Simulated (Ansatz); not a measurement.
Au: alloy series

Take Au in the fcc (Cu type) structure (space group Fm-3m, No. 225; a = 4.0834 Å) as the base.

The other end (x = 1) is Cu in the fcc (Cu type) structure (space group Fm-3m, No. 225): 11.32 Å³/atom, gap zero.

Cu replaces a fraction x of Au; each row is one arrangement (x, atoms in the cell, starting space group or random), fully relaxed.

Calculations: PBEsol (Ansatz, a quantum-chemistry and plane-wave program; PAW; 420 eV plane waves; no spin-orbit coupling).

Notes on the quantities. mixing energy: to 0.01 eV only: unlike meshes or grids.

```tsv
case	mixing energy	shortest interatomic distance
base	–	2.887 Å
x(Cu) = 0.25, 4 atoms, C2/m	0.00 eV/atom	2.674 Å
x(Cu) = 0.333, 3 atoms, I4/mmm	-0.04 eV/atom	2.666 Å
x(Cu) = 0.5, 4 atoms, I4_1/amd	-0.03 eV/atom	2.675 Å
x(Cu) = 0.75, 4 atoms, Pm-3m	-0.04 eV/atom	2.626 Å
```

These are small ordered cells, not random alloys; other orderings at the same x differ. Stability against distortions was not tested. All final runs are without spin polarisation.
